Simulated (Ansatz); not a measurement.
CsCl-type AuZn (cubic form, which distorts at low temperature), treated with revPBE in Ansatz (PAW).

Run with plane-wave cutoff 520 eV, 18×18×18 k mesh, Fermi–Dirac smearing 0.05 eV, scalar-relativistic PAW data made under PBE.

Cell (relaxed at this level):

Space group Pm-3m (No. 221); a = b = c = 3.2111 Å, α = β = γ = 90.00°

| atom | site | symmetry | x | y | z |
|---|---|---|---|---|---|
| Zn | 1b | m-3m | 0.5000 | 0.5000 | 0.5000 |
| Au | 1a | m-3m | 0.0000 | 0.0000 | 0.0000 |

**Question.** Predict the bulk modulus and pressure derivative B′ of the bulk modulus.

**Answer.** 
- bulk modulus: 106 GPa
- pressure derivative B′ of the bulk modulus: 5.6

The run finds no gap.

Measured, for comparison: bulk modulus 131 GPa (temperature not stated, no zero-point or thermal correction; as tabulated in Nepal et al. (2020), arXiv:2007.11150). Computed (rounded) less measured: bulk modulus -19 %.

Note: symmetry holds this phase in the static calculation, where it need not be a minimum.

Spin–orbit coupling is not included; it can shift volumes and moduli of such heavy elements.

Computed values are for the static lattice.

Computing time: very roughly 2.0 core-minutes.

Ansatz is a program for electronic structure.
